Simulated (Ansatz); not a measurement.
## A computed series for CeO2: response to strain

Take CeO2 in the fluorite structure (space group Fm-3m, No. 225; a = 5.464 Å) as the base.

Strains are applied to the cell and any free atomic positions relax.

Computed with Kohn–Sham DFT with the PBE functional, run in Ansatz (a first-principles code) with PAW and 420 eV plane waves, scalar-relativistic without spin-orbit coupling, earlier PAW set.

Notes on the quantities. energy relative to the base: free energy F.

```csv
isotropic strain (%),energy relative to the base (meV/atom)
-1.96,27.3
-0.67,?
0,0.0
0.34,0.8
4.1,96.7
```

Problem. Fit ΔE = Aε² + Bε³ (ε in %) to the rows shown and predict the withheld row.

Solution. Least squares on the printed values gives A = 6.67 and B = -0.22 meV/atom (largest residual 0.0 meV/atom); this predicts 3.1 meV/atom, and the run gives 3.1 meV/atom, in agreement.

Whether these cells are dynamically stable was not tested. Starting moments died away, wholly or in part, for the base; another magnetic solution may exist. The final runs are not spin-polarised.
